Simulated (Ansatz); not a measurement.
Response to strain in BaZrO3

The parent structure is BaZrO₃ in the cubic perovskite structure (space group Pm-3m, No. 221).

```
BaZrO3
1.0
    4.20498     0.00000     0.00000
    0.00000     4.20498     0.00000
    0.00000     0.00000     4.20498
Ba Zr O
1 1 3
Direct
  0.00000   0.00000   0.00000
  0.50000   0.50000   0.50000
  0.00000   0.50000   0.50000
  0.50000   0.50000   0.00000
  0.50000   0.00000   0.50000
```

Cartesian axes are those of the cell as printed.

Strains are applied to the cell and any free atomic positions relax; under biaxial strain the out-of-plane vector relaxes too; under stress the whole cell relaxes.

Calculations: Kohn–Sham DFT with the r2SCAN functional, run in Ansatz (a first-principles code) with PAW and 500 eV plane waves, no spin-orbit coupling.

Notes on the quantities. energy relative to the base: free energy F; pressure: mean of the normal stresses, compression positive.

```tsv
variant	energy relative to the base	pressure	gap character
base	0 meV/atom	0.01 GPa	indirect, R → Γ
biaxial strain +0.44 %, plane normal [001], relaxed out of plane	+0.6 meV/atom	-1.02 GPa	indirect, A → Γ
biaxial strain +3.17 %, plane normal [110], relaxed out of plane	+28 meV/atom	-6.04 GPa	indirect, T → Γ
isotropic strain −4.30 %	…	28.70 GPa	indirect, R → Γ
isotropic strain −0.80 %	+4.5 meV/atom	4.16 GPa	indirect, R → Γ
isotropic strain +3.52 %	+75 meV/atom	-13.50 GPa	indirect, R → Γ
uniaxial strain ε_zz = −2.08 %	…	…	indirect, A → Γ
tensor shear ε_xz = +0.82 %	…	0.02 GPa	indirect, T → Γ
uniaxial stress, 2 GPa compression along x	+0.6 meV/atom	–	indirect, A → Γ
```

Q: What belongs in the blanks?

A: 
- isotropic strain −4.30 %, energy relative to the base: +146 meV/atom
- uniaxial strain ε_zz = −2.08 %, energy relative to the base: +6.9 meV/atom
- uniaxial strain ε_zz = −2.08 %, pressure: 3.72 GPa
- tensor shear ε_xz = +0.82 %, energy relative to the base: +1.1 meV/atom

Stability under load was not tested beyond the relaxation. k-point labels follow each cell's own Brillouin zone.
